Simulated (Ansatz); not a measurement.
Al2O3 (R-3, No. 148, 10 atoms in the cell; start mp-754624; a measured phase of this formula has another space group)

Method: HSE06 (Ansatz, an electronic-structure program, PAW).

Numerical settings: plane-wave cutoff 460 eV, 6×6×6 k mesh, Fermi–Dirac smearing 0.01 eV, scalar-relativistic PAW data made under PBE.

Cell (relaxed with PBEsol):

```yaml
crystal:
  lattice:
    - [2.40720, 1.38980, 4.48167]
    - [-2.40720, 1.38980, 4.48167]
    - [0.00000, -2.77960, 4.48167]
  atoms:
    - { symbol: Al, position: [0.00000, 0.00000, 0.00000] }
    - { symbol: Al, position: [0.50000, 0.50000, 0.50000] }
    - { symbol: Al, position: [0.30672, 0.30672, 0.30672] }
    - { symbol: Al, position: [0.69328, 0.69328, 0.69328] }
    - { symbol: O, position: [0.27919, 0.89163, 0.60429] }
    - { symbol: O, position: [0.72081, 0.10837, 0.39571] }
    - { symbol: O, position: [0.89163, 0.60429, 0.27919] }
    - { symbol: O, position: [0.10837, 0.39571, 0.72081] }
    - { symbol: O, position: [0.60429, 0.27919, 0.89163] }
    - { symbol: O, position: [0.39571, 0.72081, 0.10837] }
```

```
Property                                                          Result
-------------------------------------------  ---------------------------
band gap                                     7.78 eV (on the SCF k mesh)
smallest direct gap on the k points sampled                      7.80 eV
```

Note: cell and atoms aren't relaxed at this level (largest force component 0.16 eV/Å, pressure -2.9 GPa).

Cost on a shared machine: roughly 5 core-minutes.

A start named mp-… is a Materials Project structure, which need not be a measured phase.
